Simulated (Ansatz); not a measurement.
## A computed series for PbS: pressure series

The reference is PbS in the rock salt structure (space group Fm-3m, No. 225).

```xyz
2
Lattice="0.0000 2.9225 2.9225 2.9225 0.0000 2.9225 2.9225 2.9225 0.0000" Properties=species:S:1:pos:R:3 pbc="T T T"
Pb     0.0000     0.0000     0.0000
S      2.9225     2.9225     2.9225
```

Cell and atoms are relaxed at each pressure.

Computed with LDA (Ansatz, a first-principles code), spin-orbit coupling left out.

```tsv
change	density	band gap
base	7.96 g/cm³	0.06 eV
pressure −2 GPa	[?]	[?]
pressure 0.9 GPa	[?]	zero
pressure 9 GPa	[?]	zero
```

Task: Some entries are withheld; estimate them.

Result: 
- pressure −2 GPa, density: 7.70 g/cm³
- pressure −2 GPa, band gap: 0.19 eV
- pressure 0.9 GPa, density: 8.07 g/cm³
- pressure 9 GPa, density: 8.89 g/cm³

Spin-orbit coupling, missing from the scalar runs, can matter with Pb. Load acts through the strain it causes; cell and atoms are relaxed under it. Whether these cells are dynamically stable was not tested. Competing high-pressure phases were not computed. The final runs are not spin-polarised. A zero or small gap of PbS can be the functional's error rather than a property of the material.
